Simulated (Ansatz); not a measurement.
Take InSb in the zinc blende structure (space group F-43m, No. 216; a = 6.519 Å) as the base.

It is then changed as follows: a hydrostatic pressure of 9 GPa.

Levels (all Ansatz, a first-principles code, PAW): PBEsol (420 eV, scalar-relativistic without spin-orbit coupling); r2SCAN (500 eV, no SOC).

The geometry is relaxed with PBEsol.

```
Quantity                                   Result
--------------------  ---------------------------
PBEsol hole mass      0.029, 0.25, 0.25 mₑ (at Γ)
PBEsol band gap                           0.49 eV
PBEsol electron mass              0.029 mₑ (at Γ)
```

Q: What does r2SCAN give at this geometry for the hole mass, band gap and electron mass?

A: The hole mass (degenerate bands, along [100]) becomes 0.055, 0.25, 0.25 mₑ (at Γ) (PBEsol: 0.029, 0.25, 0.25 mₑ (at Γ)); the band gap grows by 0.568 eV to 1.05 eV; the electron mass goes from 0.029 mₑ (at Γ) to 0.056 mₑ (at Γ).

Single points use the geometry relaxed with PBEsol. Their cutoffs differ, which shifts pressures a little. Spin-orbit coupling, missing from the scalar runs, can matter with Sb. Load acts through the strain it causes; cell and atoms are relaxed under it. Masses are band curvatures over ±0.01 Å⁻¹ around the edge. Whether these cells are dynamically stable was not tested. Tetrahedral semiconductors of this kind turn to denser phases somewhere between about 1 and 50 GPa; those were not computed, so compressed cells here can lie past the real transition. All final runs are without spin polarisation.
